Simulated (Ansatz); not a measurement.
# ZnS (model structure, started from the BeO type, P4₂/mnm, No. 136, 8 atoms in the cell)

These are LDA (plane waves, PAW; Ansatz, a program for electronic structure) values and carry that method's errors.

Settings: plane-wave cutoff 520 eV, 6×6×10 k mesh (along the axes of the cell as run), Fermi–Dirac smearing 0.01 eV, scalar-relativistic PAW data made under PBE.

Cell (relaxed at this level):

ZnS has the tetragonal space group P4₂/mnm (No. 136), Pearson symbol tP8. Cell: a = b = 6.441 Å, c = 3.768 Å, α = β = γ = 90.00°. Zn on 4g sees 4 S at 2.268–2.329 Å. S on 4f sees 4 Zn at 2.268–2.329 Å. (Neighbours: up to the widest gap in distance over summed covalent radii, below 1.35, at either atom; cation-cation and far metal-metal contacts left out.)

```
Property                           Result
------------  ---------------------------
band gap      2.27 eV (on the SCF k mesh)
bulk modulus                     77.8 GPa
```

Note: the bulk modulus is −V dP/dV from two relaxed cells at ±2 % in volume; the relaxation could raise the start's symmetry but not lower it, so the cell can be a saddle point.

Computed values are for the static lattice.

Cost on a shared machine: roughly 5 core-minutes.

A model structure was made by putting elements into a prototype or built by hand; it is no filed structure, need not be a known phase, and can be a saddle point held by its symmetry.
